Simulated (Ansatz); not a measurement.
Ansatz (a program for electronic structure), DFT, PBE, plane waves, its soft PAW files of 3 December: Al(100) slab of 8 layers, 2x2, C adatom, atoms displaced (Al32C), unrelaxed, 33 atoms. Basis and mesh were picked for this test and aren't claimed converged.

| Quantity | Value |
|---|---|
| cell | 5.73, 5.73, 35.77 Å; 90, 90, 90° |
| distance to the nearest atom | 2.06 to 2.85 Å |
| task | single point |
| k mesh | 4×4×1 |
| hamiltonian.xc | pbe |
| kind of files | paw |
| scf.occupations.method | fermi_dirac |
| scf.occupations.width | 0.2 eV |
| output.forces | true |
| binding of workers (--pin) | off |
| k-point pools (--kpoint-pools) | 1 |
| memory maximum (--max-ram) | 8GiB |
| accuracy | medium (default) |
| basis.precision | auto (default) |
| basis.xc_grid | 2 (default) |
| scf.eigensolver.kind | auto (default) |
| scf.convergence.dr2_threshold | 1e-07 (default) |
| scf.lower_state_search | light (default) |
| k-points after symmetry | 10 |
| bands at the start | 90 |
| electrons | 100 |
| plane waves at Γ | 23091 |
| cutoff (eV) | 420 |
| FFT grid | 40×40×240 |
| symmetry operations | 1 |

Settings of this run: scf.mixing.algorithm = broyden, scf.mixing.preconditioner = none, scf.algorithm = auto; 4 threads.

```
iteration  dr2 (eV)     Hψ
---------  --------  -----
1            3.86e1   5281
2            3.06e4  21121
3            2.70e3  17087
4            2.86e2   7907
5            4.19e1   4149
6            4.62e0   2285
7            3.79e0   1536
8            1.29e0   1250
9           5.53e-1   1071
10          5.24e-1   1158
11          9.43e-2    970
12          5.24e-3   1124
13          3.97e-2   1290
14          4.59e-2    901
15          2.56e-2    900
16          2.57e-3    901
17          1.24e-4    903
18          6.30e-5   1070
19          1.91e-5    903
20          2.07e-5    907
21          6.59e-7    914
22          7.90e-7   1196
23          3.92e-7    900
24          6.49e-8   2813
```

It converged after 24 SCF iterations.

Which change of one setting makes this cycle converge in far fewer steps?

One answer among several that fit: scf.mixing.preconditioner = auto (default) (8 SCF iterations), all else kept. The other changes of this size gave: scf.mixing.algorithm = auto (default) (29); scf.mixing.preconditioner = kerker (43). In that run the program took: scf.mixing.preconditioner LDOS, scf.eigensolver.kind band_cg, --slots 4. The change moves the result by: energy under 0.001 meV/atom, forces (largest component) 0.17 meV/Å. Counts are of single runs.

Keys are those of Ansatz 0.2.
